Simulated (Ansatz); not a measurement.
Consider BaZrO3 in the cubic perovskite structure (space group Pm-3m, No. 221; a = 4.181 Å).

Structures relaxed with PBEsol (Ansatz, an electronic-structure program, PAW, scalar-relativistic without spin-orbit coupling).

Base:

Simulated powder pattern, Co Kα, λ = 1.79026 Å (kinematic, ideal powder, no thermal factors, no anomalous dispersion; the 10 strongest lines at most, above 2 %, up to 2θ = 90°):

```json
[
 {"2θ (°)": "35.25", "I/Imax (%)": "100", "hkl": "(110)"},
 {"2θ (°)": "43.54", "I/Imax (%)": "6.8", "hkl": "(111)"},
 {"2θ (°)": "50.71", "I/Imax (%)": "31", "hkl": "(200)"},
 {"2θ (°)": "63.27", "I/Imax (%)": "39", "hkl": "(211)"},
 {"2θ (°)": "74.55", "I/Imax (%)": "19", "hkl": "(220)"},
 {"2θ (°)": "85.23", "I/Imax (%)": "18", "hkl": "(310)"}
]
```

After one change:

Simulated powder pattern, Co Kα, λ = 1.79026 Å (kinematic, ideal powder, no thermal factors, no anomalous dispersion; the 10 strongest lines at most, above 2 %, up to 2θ = 90°):

```json
[
 {"2θ (°)": "39.25", "I/Imax (%)": "100"},
 {"2θ (°)": "48.58", "I/Imax (%)": "6.4"},
 {"2θ (°)": "56.72", "I/Imax (%)": "29"},
 {"2θ (°)": "71.15", "I/Imax (%)": "37"},
 {"2θ (°)": "84.40", "I/Imax (%)": "19"}
]
```

Q: Which change produced these results?
(A) pressure −1 GPa
(B) pressure −2 GPa
(C) pressure 3 GPa
(D) pressure 100 GPa

A: D, pressure 100 GPa. Its volume per atom is 10.71 Å³ against 14.61 Å³, and its space group is Pm-3m (No. 221).

Load acts through the strain it causes; cell and atoms are relaxed under it. Stability against distortions was not tested. Competing high-pressure phases were not computed.
